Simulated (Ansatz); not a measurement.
Start from GaP in the zinc blende structure (space group F-43m, No. 216).

```cif
data_GaP
_chemical_formula_sum 'P1 Ga1'
_space_group_name_H-M_alt 'P 1'
_space_group_IT_number 1
_cell_length_a 3.84594
_cell_length_b 3.84594
_cell_length_c 3.84594
_cell_angle_alpha 60.000
_cell_angle_beta 60.000
_cell_angle_gamma 60.000
loop_
_space_group_symop_operation_xyz
  'x, y, z'
loop_
_atom_site_label
_atom_site_type_symbol
_atom_site_fract_x
_atom_site_fract_y
_atom_site_fract_z
_atom_site_occupancy
P1 P 0.75000 0.75000 0.75000 1
Ga1 Ga 0.00000 0.00000 0.00000 1
```

Level of theory: Ansatz (an electronic-structure program) PBEsol, no spin-orbit coupling, earlier PAW set.

Base values:

* **Gap between the host's bands**: 1.45 eV

Modification: 0.121 holes added to each cell, a density of 3.0×10^21 cm⁻³, with a uniform compensating background at fixed cell and a 300 K Fermi–Dirac width.

**Question.** What happens to the gap between the host's bands and Fermi level from band edge?

**Answer.** The gap between the host's bands grows by 0.092 eV to 1.55 eV; the Fermi level relative to the doped band's edge (positive inside the band; to 0.05 eV) amounts to +0.50 eV.

Charged cell with a jellium background: band edges are those of the host's band count, energies are not comparable with the neutral cell, and many-body gap narrowing is missing. Semilocal Kohn–Sham gaps tend to fall short of experiment. Whether these cells are dynamically stable was not tested.
